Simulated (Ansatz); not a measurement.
The starting structures come from a database of crystals and need not be the phases stable at ambient conditions.

The decay constant κ of evanescent states in the gap governs leakage through a thin film.

```
BaTe2
1.0
    6.85725     0.00000     0.00000
   -0.84134     6.80544     0.00000
    3.00796     3.40272     5.13766
Ba Te
2 4
Direct
  0.25000   0.25000   0.00000
  0.75000   0.75000   0.00000
  0.63606   0.13606   0.22788
  0.36394   0.86394   0.77212
  0.13606   0.36394   0.50000
  0.86394   0.63606   0.50000
```

Space group of this cell: I4/mcm. The cell is taken as given.

Transport runs along the normal of the first two printed cell vectors, the (110) plane of the conventional cell.

The gap is the functional's own. No spin-orbit coupling. Mid-gap values are interpolated on the energy grid.

Compute, with r2SCAN in Ansatz (a first-principles code), the band gap and the smallest decay constant κ at mid-gap.

Gap 0.84 eV on a 6×6×6 mesh; κ = 0.109 1/Å, at the zone centre.
